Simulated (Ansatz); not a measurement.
WP₂ (Cmc2_1): band-structure transport figures

Here is the system:

```
WP2
1.0
    1.57513    -5.56855     0.00000
    1.57513     5.56855     0.00000
    0.00000     0.00000     4.95066
P W
4 2
Direct
  0.07013   0.92987   0.38272
  0.92987   0.07013   0.88272
  0.79693   0.20307   0.20067
  0.20307   0.79693   0.70067
  0.40678   0.59322   0.49961
  0.59322   0.40678   0.99961
```

Method: PBEsol, rigid bands (plane waves, PAW, scalar-relativistic; Ansatz, a first-principles code). Geometry: cell and atoms relaxed with PBEsol.

The density of states at the Fermi level comes out as 1.17 states/(eV·cell), both spins and the bare Sommerfeld coefficient comes out as 0.46 mJ/(mol of atoms·K²). The drude plasma energy is 2.4 (x), 1.94 (y), 2.5 (z) eV, the root-mean-square Fermi velocity is 3.9e5 m/s and the resistivity times τ is 86 (x), 130 (y), 75 (z) ×10⁻²² Ω·m·s.

A metal at this level (no band gap); rigid bands, thermally averaged at 300 K, both spins. Spin-orbit coupling is left out, which matters with elements this heavy. τ is one relaxation time for all states.

Formula and space group known from diffraction (Crystallography Open Database), not checked to be the room-temperature form: WP2 (Cmc2_1).
